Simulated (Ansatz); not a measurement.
**Response to strain in hypothetical simple cubic Pt**

The reference is Pt in the simple cubic structure (space group Pm-3m, No. 221; a = 2.588 Å; a hypothetical phase, not in the database extracts checked; relaxed with 0.1 eV smearing). Axes: x, y, z lie along the cube axes.

Strains are applied to the cell and any free atomic positions relax; under biaxial strain the out-of-plane vector relaxes too.

Level of theory: Kohn–Sham DFT with the PBEsol functional, run in Ansatz (a program for electronic structure) with PAW and 420 eV plane waves, scalar-relativistic without spin-orbit coupling.

Notes on the quantities. pressure: mean of the normal stresses, compression positive; energy relative to the base: free energy F.

| variant | volume per atom | pressure | space group | energy relative to the base |
|---|---|---|---|---|
| base | 17.33 Å³ | 0.0 GPa | Pm-3m (No. 221) | 0 meV/atom |
| biaxial strain −1.07 %, plane normal [001], relaxed out of plane | 17.02 Å³ | 4.3 GPa | P4/mmm (No. 123) | +7.3 meV/atom |
| biaxial strain +1.55 %, plane normal [001], relaxed out of plane | 17.80 Å³ | -5.1 GPa | P4/mmm (No. 123) | +13 meV/atom |
| isotropic strain −1.76 % | 16.43 Å³ | 13.3 GPa | Pm-3m (No. 221) | +35 meV/atom |
| isotropic strain +0.91 % | 17.81 Å³ | -5.5 GPa | Pm-3m (No. 221) | +8.4 meV/atom |
| isotropic strain +1.34 % | 18.04 Å³ | -7.8 GPa | Pm-3m (No. 221) | +18 meV/atom |

Stability against distortions was not tested. The final runs are not spin-polarised. Pt lies near a magnetic instability that expansion can trigger; it was not tested.
